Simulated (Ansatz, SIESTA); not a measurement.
One structure in several programs: Zn3Ir (P1, 4 atoms in the cell)

Self-consistent single point, at a second geometry (atoms moved at random). First geometry:

```
Zn3Ir
1.0
   -1.85258     1.85258     4.03130
    1.85258    -1.85258     4.03130
    1.85258     1.85258    -4.03130
Zn Ir
3 1
Direct
  0.75000   0.25000   0.50000
  0.25000   0.75000   0.50000
  0.50000   0.50000   0.00000
  0.00000   0.00000   0.00000
```

Second geometry:
```yaml
crystal:
  lattice:
    - [-1.85258, 1.85258, 4.03130]
    - [1.85258, -1.85258, 4.03130]
    - [1.85258, 1.85258, -4.03130]
  atoms:
    - { symbol: Zn, position: [0.74862, 0.25216, 0.49269] }
    - { symbol: Zn, position: [0.27051, 0.73895, 0.50087] }
    - { symbol: Zn, position: [0.47903, 0.50677, 0.00316] }
    - { symbol: Ir, position: [0.00184, 0.00212, 0.00329] }
```

Shared settings, as Ansatz (a program for electronic structure) writes them: kpoints.mp_grid.grid = 8 8 8; scf.occupations.method = gaussian; scf.occupations.width = 0.272 eV. Potentials and cutoffs stand in the table.

| code | model | ΔF from the first geometry (meV/atom) | pressure (GPa) | largest force (eV/Å) | cutoff |
|---|---|---|---|---|---|
| Ansatz | PBEsol, PAW files made with PBE | 17.8 | -4.14 | 0.703 | default |
| SIESTA | GGA PBEsol, numerical atomic orbitals TZP, PseudoDojo PBEsol standard norm-conserving potentials (rewritten from UPF to PSML) | 27.6 | -12.91 | 1.058 | grid 350 Ry |

Size of the force on each atom (eV/Å): Sizes of forces hide their directions.

```csv
code,Zn1,Zn2,Zn3,Ir4
Ansatz,0.447,0.668,0.703,0.395
SIESTA,0.683,1.058,1.041,0.525
```

On Ansatz's run: spin-orbit coupling is off. Spin polarisation is off.

The spread over the programs that give each value: ΔF from the first geometry within 9.8 meV/atom; pressure within 8.77 GPa; largest force within 0.355 eV/Å.

SIESTA uses small atom-centred bases, whose incompleteness enters pressures, forces and empty levels differently from a plane-wave cutoff. Ansatz's pressure is given at a fixed set of plane waves, as the other plane-wave codes print theirs; with its correction for the finite basis it is -4.02 GPa.

The starting cell comes from a database of computed structures (which also holds hypothetical and non-ambient phases and stackings), without a prior relaxation at this level. Its lattice was rescaled by a random factor within 2.5 % of one. For this run, on top of that: atoms moved at random.

Keys are those of Ansatz 0.2.
